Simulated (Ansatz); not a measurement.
## How the bulk modulus B0 of GePt (model structure, started from the CsCl type, Pm-3m, No. 221, 2 atoms in the cell) moves with the method

No measured value is used here.

```tsv
level (code)	value (GPa)	cell (Å³/atom)
LDA (Ansatz)	176	15.19
PBEsol (Ansatz)	[?]	15.51
r²SCAN (Ansatz)	156	15.75
```

### Question
Complete the blanks.

### Answer

- PBEsol (Ansatz, a program for electronic structure), value (GPa): 165

The crystal itself was run without spin with LDA, PBEsol, r²SCAN; a magnetic state was not tried in these runs. Density-functional levels without +SOC have no spin–orbit coupling. LDA, PBEsol, r²SCAN: the bulk modulus is −V dP/dV from two relaxed cells at ±2 % in volume. Each level is taken at its own relaxed cell. Cutoffs differ between the levels. Ansatz's density-functional and Hartree–Fock values are scalar-relativistic unless marked +SOC, with PAW data made under PBE.

A model structure was made by putting elements into a prototype or built by hand; it is no filed structure, need not be a known phase, and can be a saddle point held by its symmetry.
